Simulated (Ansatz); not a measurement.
Habitual settings against a tight run: Ge2Sb2Te5 (Cm, 9 atoms in the cell)

Self-consistent single point.

```
CELL_PARAMETERS angstrom
      6.91437    -3.09973     0.00000
      6.91437     3.09973     0.00000
     -6.90611     0.00000     6.92294
ATOMIC_POSITIONS crystal
  Ge 0.49734 0.49734 0.01104
  Ge 0.28429 0.28429 0.18783
  Sb 0.11187 0.11187 0.41735
  Sb 0.90171 0.90171 0.58787
  Te 0.39996 0.39996 0.59712
  Te 0.20652 0.20652 0.80980
  Te 0.00832 0.00832 0.00644
  Te 0.79529 0.79529 0.19611
  Te 0.59470 0.59470 0.38643
```

Method: PBEsol, PAW files made with PBE (plane waves; Ansatz, a first-principles code).

Base settings: basis.ecutwfc = 420 eV; kpoints.mp_grid.grid = 3 3 3; hamiltonian.xc = pbesol; hamiltonian.pseudopotentials = {kind: paw} (the program's default PAW files); scf.occupations.method = gaussian; scf.occupations.width = 0.136 eV.

Tight run (finer mesh or higher cutoff; not a proven limit): basis.ecutwfc: 420 eV → 590 eV; kpoints.mp_grid.grid: 3 3 3 → 5 5 5; scf.convergence.dr2_threshold: default (1e-07 eV) → 1e-09 eV. It gave pressure -3.68 GPa; largest force (vector length) 0.293 eV/Å.

Quick runs, as changes from the base:
- A: the base itself
- B: basis.ecutwfc: 420 eV → 210 eV; kpoints.mp_grid.grid: 3 3 3 → 2 2 2
- C: basis.ecutwfc: 420 eV → 295 eV; kpoints.mp_grid.grid: 3 3 3 → 4 4 4; scf.occupations.method: gaussian → cold; scf.occupations.width: 0.136 eV → 0.272 eV
- D: basis.ecutwfc: 420 eV → 250 eV; kpoints.mp_grid.grid: 3 3 3 → 1 1 1; scf.occupations.method: gaussian → fermi_dirac; scf.occupations.width: 0.136 eV → 0.272 eV; scf.convergence.dr2_threshold: default (1e-07 eV) → 0.001 eV
- E: basis.ecutwfc: 420 eV → 250 eV; hamiltonian.xc: pbesol → lda; scf.convergence.dr2_threshold: default (1e-07 eV) → 0.0001 eV [LDA (PW92)]

Energies are extrapolated to zero smearing width, which holds to low order in the width alone.

Dashes: energy of E, another energy zero.

† marks runs with another functional, U, potentials or spin treatment: their distance from the tight run is not a convergence error alone.

The count of work is k-points × plane waves × bands × iterations; it is no time. 

Pressures in the table are Ansatz's without its Pulay estimate, at a fixed set of plane waves; the tight run's value above holds the estimate.

The starting cell comes from a database of computed structures (which also holds hypothetical and non-ambient phases and stackings), without a prior relaxation at this level. Its lattice was rescaled by a random factor within 2.5 % of one. In the base run, with a pressure of about -4 GPa the cell is away from its equilibrium volume at this level.

```
run  energy less tight (meV/atom)  pressure less tight (GPa)  largest miss in a force vector (eV/Å)  count of work / tight
---  ----------------------------  -------------------------  -------------------------------------  ---------------------
A                           -17.6                      -0.02                                  0.158                   0.13
B                          3646.3                     -99.50                                  0.343                  0.027
C                            59.2                      -3.12                                  0.101                   0.18
D                           113.1                     -23.46                                  0.618                 0.0035
E†                              –                     -22.80                                  0.186                  0.038
```

Among the runs at the tight run's level, the energy misses run from 17.6 to 3646.3 meV/atom.

Left out of this page: 1 run of the series outside the window shown, repeating another row's setting, or not comparable.

Keys are those of Ansatz 0.2.
